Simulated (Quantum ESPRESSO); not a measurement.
Worked example: self-consistent single point of MgTe (P6_3mc, 4 atoms in the cell) in Quantum ESPRESSO.

Level of theory: PBE-D3(BJ) with three-body term, GBRV 1.5 ultrasoft (PBE) pseudopotentials (plane waves; Quantum ESPRESSO).

```
CELL_PARAMETERS angstrom
      4.69853     0.00000     0.00000
     -2.34926     4.06905     0.00000
      0.00000     0.00000     7.61334
ATOMIC_POSITIONS crystal
  Mg 0.33333 0.66667 0.99599
  Mg 0.66667 0.33333 0.49599
  Te 0.33333 0.66667 0.37401
  Te 0.66667 0.33333 0.87401
```

Reference input (self-consistent single point, DFT, PBE, plane waves, GBRV 1.5 ultrasoft (PBE) pseudopotentials): ecutwfc = 40 Ry; ecutrho = 200 Ry; occupations = fixed; potentials = {Mg: mg_pbe_v1.4.uspp.F.UPF, Te: te_pbe_v1.uspp.F.UPF}; K_POINTS = automatic 4 4 3 0 0 0; nbnd = 24; conv_thr = 1e-10 Ry; mixing_beta = 0.4. This run's input differs from it in these lines:

```diff
@@ -16,2 +16,5 @@
   nbnd = 24,
+  vdw_corr = 'grimme-d3',
+  dftd3_version = 4,
+  dftd3_threebody = .true.,
 /
```

Output (repeated stretches shortened):

```
     Self-consistent Calculation

     iteration #  1     ecut=    40.00 Ry     beta= 0.40

     Threshold (ethr) on eigenvalues was too large:
     Diagonalizing with lowered threshold

     total energy              =    -303.95710677 Ry
     estimated scf accuracy    <       0.27882063 Ry

     iteration #  2     ecut=    40.00 Ry     beta= 0.40

     total energy              =    -303.97044676 Ry
     estimated scf accuracy    <       0.03245279 Ry

     iteration #  3     ecut=    40.00 Ry     beta= 0.40

     total energy              =    -303.97454813 Ry
     estimated scf accuracy    <       0.00368372 Ry

   [... 6 blocks of this kind left out ...]

     iteration # 10     ecut=    40.00 Ry     beta= 0.40

     total energy              =    -303.97477265 Ry
     estimated scf accuracy    <          2.0E-10 Ry

     iteration # 11     ecut=    40.00 Ry     beta= 0.40
     End of self-consistent calculation

     highest occupied, lowest unoccupied level (ev):     2.3250    4.4363

!    total energy              =    -303.97477265 Ry
     estimated scf accuracy    <          1.9E-11 Ry

     DFT-D3 Dispersion         =      -0.07486064 Ry

     convergence has been achieved in  11 iterations

     Forces acting on atoms (cartesian axes, Ry/au):

     atom    1 type  1   force =     0.00000000    0.00000000    0.00087739
     atom    2 type  1   force =     0.00000000   -0.00000000    0.00087739
     atom    3 type  2   force =     0.00000000    0.00000000   -0.00087739
     atom    4 type  2   force =     0.00000000    0.00000000   -0.00087739

     Total force =     0.001755     Total SCF correction =     0.000006

          total   stress  (Ry/bohr**3)                   (kbar)     P=      -28.59
  -0.00019232  -0.00000000   0.00000000          -28.29       -0.00        0.00
  -0.00000000  -0.00019232   0.00000000           -0.00      -28.29        0.00
   0.00000000   0.00000000  -0.00019831            0.00        0.00      -29.17

   JOB DONE.
```

The run converged in 11 iterations. Against the reference run the pressure goes from -1.58 to -2.86 GPa, the largest force stays at 0.023 eV/Å and the gap on the mesh stays at 2.111 eV.

The starting cell comes from a database of computed structures (which also holds hypothetical and non-ambient phases and stackings), without a prior relaxation at this level. Its lattice was rescaled by a random factor within 2.5 % of one. Spin-orbit coupling is off.
